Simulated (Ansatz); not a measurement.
The reference is AlN in the wurtzite structure (space group P6_3mc, No. 186; a = 3.1138 Å, c = 4.9833 Å). Axes: x lies along a and z along c of the hexagonal cell.

All numbers come from PBEsol/PAW in Ansatz (an electronic-structure program), scalar-relativistic without spin-orbit coupling.

Base values:

Width of the top valence band: 2.41 eV
Valence-band top at Γ: 0.00, -0.22, -0.22 eV
Band gap: 4.09 eV

Now apply this change: tensile biaxial strain of 1.20 % in the plane normal to [001], as in epitaxy on a mismatched substrate; the out-of-plane cell vector and the atoms relax.

Estimate the effect on the width of the top valence band.

The width of the top valence band rises by 0.07 eV, from 2.41 eV to 2.48 eV.

Estimate the effect on the valence-band top at Γ.

The valence-band top at Γ (three highest levels, from the VBM) becomes 0.00, -0.38, -0.38 eV (base: 0.00, -0.22, -0.22 eV).

What does the calculation give for the electron mass after the change?

The electron mass comes out as 0.29 mₑ (at Γ).

Predict the new band gap.

The band gap decreases by 0.24 eV (4.09 eV → 3.85 eV).

Predict the new out-of-plane strain.

The out-of-plane strain amounts to -0.75 %.

Masses are band curvatures over ±0.01 Å⁻¹ around the edge. Whether these cells are dynamically stable was not tested.
